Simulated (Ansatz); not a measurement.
Functionals compared on a constructed model of the (100) surface of bcc Fe, ferromagnetic, a pseudomorphic layer of Au in the host's stacking (bottom of the slab: a bare face, its two planes held), in Ansatz (plane waves, PAW). The structure was relaxed with PBE; the other rows are single points on it. Cutoff 420 eV.

Slab: 7 atoms, 9.0 Å thick at the start (thin: gaps and levels are the slab's own); k 13x13x1, smearing 0.1 eV, dipole-corrected; 2 atoms held, the rest relaxed; held to the start's symmetry, so lower structures may exist; spin-polarised, ending with about 15.2 μB a cell; orders that need a larger cell were not tried, no spin-orbit, no U. It is one candidate, not shown to be the stable structure of the face. These notes are the PBE run's.

| functional | work function of the top face (eV) | magnetic moment of the cell (μB) | rough cost of the single point |
|---|---|---|---|
| PBE | 4.88 | 15.23 | – |
| RPBE | 4.70 | 15.44 | very roughly 50 core-seconds |

Ansatz is a first-principles code.
